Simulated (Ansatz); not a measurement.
**SrO, point defects**

The parent structure is a 16-atom supercell of SrO in the rock salt structure (space group Fm-3m, No. 225) at its relaxed geometry.

```
CELL_PARAMETERS angstrom
      0.00000     5.19500     5.19500
      5.19500     0.00000     5.19500
      5.19500     5.19500     0.00000
ATOMIC_POSITIONS crystal
  O  0.00000 0.00000 0.00000
  O  0.00000 0.00000 0.50000
  O  0.00000 0.50000 0.00000
  O  0.00000 0.50000 0.50000
  O  0.50000 0.00000 0.00000
  O  0.50000 0.00000 0.50000
  O  0.50000 0.50000 0.00000
  O  0.50000 0.50000 0.50000
  Sr 0.25000 0.25000 0.25000
  Sr 0.25000 0.25000 0.75000
  Sr 0.25000 0.75000 0.25000
  Sr 0.25000 0.75000 0.75000
  Sr 0.75000 0.25000 0.25000
  Sr 0.75000 0.25000 0.75000
  Sr 0.75000 0.75000 0.25000
  Sr 0.75000 0.75000 0.75000
```

One neutral defect a cell, atoms relaxed at fixed cell.

Level of theory: plane-wave PAW DFT at the PBE level (Ansatz, an electronic-structure program, 420 eV), scalar-relativistic without spin-orbit coupling.

| change | largest displacement of a host atom from its site in the perfect cell | pressure |
|---|---|---|
| perfect supercell | – | 0.0 GPa |
| Te on a O site | (withheld) | (withheld) |
| Be on a Sr site | 0.58 Å | -1.9 GPa |
| Ba on a Sr site | 0.05 Å | 2.6 GPa |
| O on a Sr site (antisite) | 0.19 Å | 0.3 GPa |
| Sr interstitial (started 2.03 Å from the nearest host atom), symmetric start | 0.37 Å | 10.7 GPa |

What belongs in the blanks?


- Te on a O site, largest displacement of a host atom from its site in the perfect cell: 0.20 Å
- Te on a O site, pressure: 12.6 GPa

The magnetic state is the one reached from the starting moments; the real material's order can differ, and small cells can't hold many antiferromagnetic ones. The cell is small, so the values are those of an ordered compound at a high defect concentration; dilute-limit values will differ. The mesh was chosen for an insulator and is coarse for the gapless case. Defects with a symmetric start kept the site's symmetry and may sit on a saddle; the others started slightly shaken. Seeded moments were not kept for Te on a O site, Be on a Sr site, Ba on a Sr site and Sr interstitial (started 2.03 Å from the nearest host atom).
